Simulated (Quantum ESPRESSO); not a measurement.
Quantum ESPRESSO run on Al2Cu (I4/mmm, 3 atoms in the cell): self-consistent single point.

Method of the run: LDA (PZ), PSlibrary PAW (LDA) pseudopotentials (plane waves; Quantum ESPRESSO).

```
Al2Cu
1.0
    2.03034    -2.03034     2.85109
    2.03034     2.03034     2.85109
   -2.03034    -2.03034     2.85109
Al Cu
2 1
Cartesian
 -2.03034   0.00000   1.42555
  0.00000   2.03034   1.42555
  0.00000   0.00000   2.85109
```

Reference input (self-consistent single point, DFT, PBEsol, plane waves, PSlibrary PAW (PBE) pseudopotentials): ecutwfc = 50 Ry; ecutrho = 300 Ry; occupations = smearing; smearing = gaussian; degauss = 0.0036749 Ry; input_dft = pbesol; potentials = {Al: Al.pbe-n-kjpaw_psl.1.0.0.UPF, Cu: Cu.pbe-dn-kjpaw_psl.1.0.0.UPF}; K_POINTS = automatic 9 9 9 0 0 0; conv_thr = 1e-10 Ry. This run's input differs from it in these lines:

```diff
@@ -14,4 +14,4 @@
     ntyp = 2,
-    ecutwfc = 50,
-    ecutrho = 300,
+    ecutwfc = 55,
+    ecutrho = 330,
     occupations = 'smearing',
@@ -19,3 +19,2 @@
     degauss = 0.0036749,
-    input_dft = 'pbesol',
 /
@@ -25,4 +24,4 @@
 ATOMIC_SPECIES
-Al    26.9815  Al.pbe-n-kjpaw_psl.1.0.0.UPF
-Cu    63.5460  Cu.pbe-dn-kjpaw_psl.1.0.0.UPF
+Al    26.9815  Al.pz-n-kjpaw_psl.1.0.0.UPF
+Cu    63.5460  Cu.pz-dn-kjpaw_psl.1.0.0.UPF
 ATOMIC_POSITIONS angstrom
```

Output, abridged:

```
     Self-consistent Calculation

     iteration #  1     ecut=    55.00 Ry     beta= 0.70

     total energy              =    -283.11358868 Ry
     estimated scf accuracy    <       0.20964996 Ry

     iteration #  2     ecut=    55.00 Ry     beta= 0.70

     total energy              =    -283.11615186 Ry
     estimated scf accuracy    <       1.00945128 Ry

     iteration #  3     ecut=    55.00 Ry     beta= 0.70

     total energy              =    -283.24258620 Ry
     estimated scf accuracy    <       0.00655041 Ry

   [... 8 blocks of this kind left out ...]

     iteration # 12     ecut=    55.00 Ry     beta= 0.70

     total energy              =    -283.24614328 Ry
     estimated scf accuracy    <          4.4E-10 Ry

     iteration # 13     ecut=    55.00 Ry     beta= 0.70
     End of self-consistent calculation

     the Fermi energy is     8.0906 ev

!    total energy              =    -283.24614328 Ry
     estimated scf accuracy    <          1.0E-11 Ry
     smearing contrib. (-TS)   =      -0.00023433 Ry
     internal energy E=F+TS    =    -283.24590895 Ry

     convergence has been achieved in  13 iterations

     Forces acting on atoms (cartesian axes, Ry/au):

     atom    1 type  1   force =     0.00000000    0.00000000   -0.00000000
   [... zero for the other atoms too ...]

     Total force =     0.000000     Total SCF correction =     0.000000

          total   stress  (Ry/bohr**3)                   (kbar)     P=      -32.70
  -0.00021700   0.00000000   0.00000000          -31.92        0.00        0.00
   0.00000000  -0.00021700  -0.00000000            0.00      -31.92       -0.00
   0.00000000  -0.00000000  -0.00023294            0.00       -0.00      -34.27

   JOB DONE.
```

The run converged in 13 iterations. Against the reference run the pressure goes from -0.32 to -3.27 GPa. The full log also holds: “c_bands:  1 eigenvalues not converged”.

The starting cell comes from a database of computed structures (which also holds hypothetical and non-ambient phases and stackings), without a prior relaxation at this level. Spin polarisation is off. With a pressure of about -3 GPa the cell is away from its equilibrium volume at this level.

Cost on one core of a shared machine: roughly 2 min.
